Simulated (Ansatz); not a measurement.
# Amorphous Hf10Si10O31N6

A CHGNet melt-quench gave the starting glass, which DFT then relaxed. O and N atoms were pushed apart under 1.9 Å during the dynamics, to hinder bonds among them. The hot cell started wider than the set density and was brought back towards it in steps. It is the lowest in DFT energy of 2 quenches. It is a model cell: composition and starting density were chosen by hand, and all elements were melted together. No dispersion term was used.

Methods: PBE, scalar-relativistic without spin-orbit coupling (Ansatz, an electronic-structure program); r2SCAN, scalar-relativistic without spin-orbit coupling (Ansatz); HSE06, scalar-relativistic without spin-orbit coupling (Ansatz). Geometry, pressure, stress and energy are those of the PBE run. Its sampling: a 2×2×2 Γ-centred mesh; Fermi-Dirac width 0.02 eV; no spin polarisation. Other functionals are single points at the zone centre (r2SCAN at 500 eV; exact exchange cut at the cell's faces), free to take moments where seeds were set. At PBE the levels at the filled edge of the gap are localised (band-tail or defect states), and the nearest spread-out levels lie 3.6 eV apart at the zone centre.

The number of atoms in the cell is 57 and the density (volume relaxed, without dispersion) comes out as 5.40 g/cm³. The volume per atom is 14.28 Å³, the pressure on a 2×2×2 Γ-centred mesh comes out as 0.05 GPa and the largest force and stress component on that mesh (the relaxation ran on the zone centre alone) comes out as 0.09 eV/Å and 2.2 GPa. The level gap on a 2×2×2 Γ-centred mesh (PBE) is 3.10 eV. The level gap at the zone centre (PBE) is 3.15 eV, the level gap at the zone centre (r2SCAN) comes out as 3.50 eV and the level gap at the zone centre (HSE06) is 4.42 eV.

Neighbours within Hf-Hf 3.34 Å, Hf-Si 2.89 Å, Hf-O 2.68 Å, Hf-N 2.46 Å, Si-Si 2.60 Å, Si-O 1.92 Å, Si-N 1.98 Å, O-O 1.58 Å, O-N 1.64 Å, N-N 1.70 Å count as bonded. Two cations that share two anions don't count as bonded, nor two that share one unless they lie closer than Hf-Hf 3.25 Å, Hf-Si 2.81 Å, Si-Si 2.38 Å.

| Property | Result |
|---|---|
| Mean coordination of Hf by anions | 5.20 (1 with 4, 6 with 5, 3 with 6) |
| Mean coordination of Si by anions | 4.00 (10 with 4) |
| Mean coordination of O | 2.35 (20 with 2, 11 with 3) |
| Mean coordination of N | 3.17 (5 with 3, 1 with 4) |
| Mean Hf-O bond | 2.118 Å (spread 0.158 Å, 39 counted) |
| Mean Si-O bond | 1.648 Å (spread 0.030 Å, 34 counted) |

Its density started from a set value of 5.52 g/cm³. Cooling (nominally 600 K/ps over its main leg) ran many orders faster than in experiment, which tends to leave more defects and strain. Values belong to this one cell and scatter from quench to quench. The volume was free in the relaxation, at fixed shape. Stress components on the final sampling reach 2.2 GPa.
